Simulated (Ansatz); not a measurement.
**Bulk modulus of PdTe (P6₃/mmc, No. 194, 4 atoms in the cell; start mp-564) at several levels of theory**

No measured value is used here.

Question: Put these levels in order of the bulk modulus that they give for PdTe (P6₃/mmc, No. 194, 4 atoms in the cell; start mp-564), smallest first: LDA (Ansatz, a quantum-chemistry and plane-wave program), PBEsol (Ansatz), r²SCAN (Ansatz).

Answer: r²SCAN (105 GPa), PBEsol (116 GPa), LDA (126 GPa)

Unless a cell is named, each level is at its own relaxed cell (LDA 20.54, PBEsol 21.02, r²SCAN 21.74 Å³/atom).

r²SCAN, PBEsol, LDA: the bulk modulus is −V dP/dV from two relaxed cells at ±2 % in volume. r²SCAN, PBEsol, LDA: the relaxation could not lower the start's symmetry, so the cell can be a saddle point above a distorted one. Each level is taken at its own relaxed cell. Cutoffs differ between the levels. Ansatz's density-functional and Hartree–Fock values are scalar-relativistic unless marked +SOC, with PAW data made under PBE.

A start named mp-… is a Materials Project structure, which need not be a measured phase.
